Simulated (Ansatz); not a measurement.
The starting structures come from a database of crystals and need not be the phases stable at ambient conditions.

Tunnelling through a barrier is set by its complex band structure: the current falls as exp(−2κd) with the smallest κ.

Data:

```
ScYO3
1.0
    3.59059     0.00000     0.00000
    0.00000    12.44424     0.00000
    1.79530     0.00000     3.10954
Y Sc O
2 2 6
Direct
  0.00000   0.50000   0.00000
  0.00000   0.00000   0.00000
  0.66667   0.25000   0.66667
  0.33333   0.75000   0.33333
  0.66667   0.41691   0.66667
  0.33333   0.58309   0.33333
  0.33333   0.91691   0.33333
  0.66667   0.08309   0.66667
  0.00000   0.25000   0.00000
  0.00000   0.75000   0.00000
```

Space group of this cell: P6_3/mmc. The cell is taken as given; by r2SCAN its mean pressure is -4.3 GPa.

Transport runs along the normal of the first two printed cell vectors, the (100) plane of the conventional cell.

The gap is the functional's own. No spin-orbit coupling. Mid-gap values are interpolated on the energy grid.

Task: Estimate the band gap and the smallest decay constant κ at mid-gap that r2SCAN (Ansatz, a program for electronic structure) returns for this system.

Result: Gap 3.80 eV on a 10×4×10 mesh; κ = 0.395 1/Å, at the zone centre.
